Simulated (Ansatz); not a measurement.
```xyz
6
Lattice="3.4431 0.0000 0.0000 -1.7216 2.9818 0.0000 0.0000 0.0000 12.5590" Properties=species:S:1:pos:R:3 pbc="T T T"
Rb     0.0000     1.9879     3.3263
Rb     1.7216     0.9939     9.6058
Sn     0.0000     0.0000     0.2717
Sn     0.0000     0.0000     6.5512
N      0.0000     1.9879     7.5896
N      1.7216     0.9939     1.3102
```

Relaxed-ion tensors in this frame from Ansatz (a program for electronic structure), PBEsol functional, plane-wave PAW. Proper piezoelectric stress tensor e (C/m²):

```
 0.00   0.00   0.00   0.00  -0.35   0.00
 0.00   0.00   0.00  -0.35   0.00   0.00
-0.12  -0.12  -0.45   0.00   0.00   0.00
```

Stiffness C (GPa):

```
 112  32.7  15.7   0.0   0.0   0.0
32.7   112  15.7   0.0   0.0   0.0
15.7  15.7  93.2   0.0   0.0   0.0
 0.0   0.0   0.0  21.1   0.0   0.0
 0.0   0.0   0.0   0.0  21.1   0.0
 0.0   0.0   0.0   0.0   0.0  39.9
```

The cell was generated from a structure type, relaxed within its symmetry, and need not be the phase found at ambient conditions. Spin-orbit coupling is not included.

**Question.** Obtain the piezoelectric strain tensor d.

**Answer.** d = e S with S = C⁻¹, in pC/N:

```
  0.0    0.0    0.0    0.0  -16.6    0.0
  0.0    0.0    0.0  -16.6    0.0    0.0
 -0.3   -0.3   -4.7    0.0    0.0    0.0
```
Away from Γ the polar cell without biaxial strain shows no imaginary mode on a 2×2×2 mesh.

The PAW data sets were generated under PBE and serve the other functionals too.
